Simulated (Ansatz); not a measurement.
Cost and result by functional for the surface energy of the (321) surface of bcc W in its 1x1 cell, outermost plane spacing 0.85 Å in the ideal cut, in Ansatz (plane waves, PAW). Single points on the PBE structure, on one kind of machine; costs are rough ratios of the slab run's core time (references not counted) to the cheapest single point. r2SCAN's cost holds its higher cutoff (500 against 420 eV). Differences are taken against r2SCAN for comparison alone: no measured value is at hand, so the table doesn't rank accuracy.

Model: 13-atom slab, 10.2 Å thick at the start (thin: gaps and levels are the slab's own), 14x6x1 mesh, Fermi-Dirac 0.1 eV, dipole correction, all atoms relaxed; held to the start's symmetry, so lower structures may exist; no spin, no spin-orbit, no U. These notes are the PBE run's.

```tsv
functional	relative cost	surface energy (J/m²)	less r2SCAN (J/m²)
RPBE	1	3.33	-0.47
PBEsol	1	3.84	0.03
LDA	1	3.91	0.10
r2SCAN	2	3.80	0.00
PBE (the relaxed run's value)	–	3.51	-0.29
```

The values span 0.57 J/m², while the single points' costs differ by a factor of roughly 2. Differences are of unrounded values.

Ansatz is a first-principles code.
